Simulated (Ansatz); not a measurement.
The structure below was relaxed with PBEsol (Ansatz, a program for electronic structure, PAW, without spin-orbit coupling).

```yaml
crystal:
  lattice:
    - [4.15717, 0.00000, 0.00000]
    - [-2.07859, 3.60022, 0.00000]
    - [0.00000, 0.00000, 6.77932]
  atoms:
    - { symbol: Hg, position: [0.66667, 0.33333, 0.00086] }
    - { symbol: Hg, position: [0.33333, 0.66667, 0.50086] }
    - { symbol: S, position: [0.66667, 0.33333, 0.62434] }
    - { symbol: S, position: [0.33333, 0.66667, 0.12434] }
```

Task: Find the space group and the Wyckoff positions.

Result: Space group P6₃mc (No. 186); a = 4.1572 Å, b = 4.1572 Å, c = 6.7793 Å, α = 90.00°, β = 90.00°, γ = 120.00°

| atom | site | symmetry | x | y | z |
|---|---|---|---|---|---|
| Hg | 2b | 3m. | 0.6667 | 0.3333 | 0.0009 |
| S | 2b | 3m. | 0.3333 | 0.6667 | 0.1243 |

Task: Describe the coordination.

Result: The crystal has 4 atoms in its conventional cell. Cell: a = b = 4.157 Å, c = 6.779 Å, α = β = 90.00°, γ = 120.00°. Hg is coordinated by 4 S at 2.542–2.553 Å (tetrahedral). S is coordinated by 4 Hg at 2.542–2.553 Å (tetrahedral). (Neighbours: up to the widest gap in distance over summed covalent radii, below 1.35, at either atom; cation-cation and far metal-metal contacts left out.)

With Hg present, leaving out spin-orbit coupling can change the band edges. No phonon test of stability was made. The final runs are not spin-polarised. The cell was made from ZnS by this change: Zn → Hg; the result is a model cell, its experimental status unchecked. This is not the structure that HgS has at room temperature and ambient pressure.
